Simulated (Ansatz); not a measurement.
Seebeck coefficient (μV/K, mean over directions) of p-type MgO (Fm-3m) against carrier density, r2SCAN, rigid bands (Ansatz, a program for electronic structure). Computed gap 5.61 eV; densities at which minority carriers matter at this gap, or further valleys turn the trend, are left out. Conductivity mass 2.3 mₑ (harmonic mean over directions), N_v = 2.9e20 cm⁻³ at 300 K.

```csv
hole density,300 K,500 K
1e16 cm⁻³,1101,1169
1e17 cm⁻³,902,970
1e18 cm⁻³,704,772
3e18 cm⁻³,609,677
1e19 cm⁻³,506,?
3e19 cm⁻³,411,?
1e20 cm⁻³,310,376
3e20 cm⁻³,220,?
1e21 cm⁻³,133,189
```

Task: Some entries are withheld; supply them.

Result: 
- 1e19 cm⁻³, 500 K: 574
- 3e19 cm⁻³, 500 K: 479
- 3e20 cm⁻³, 500 K: 284

Rigid bands with a gap fixed in temperature, one relaxation time for all states, no polarons or phonon drag, and whether or not such doping can be reached. Spin-orbit coupling is left out. Geometry: cell and atoms relaxed with PBEsol.
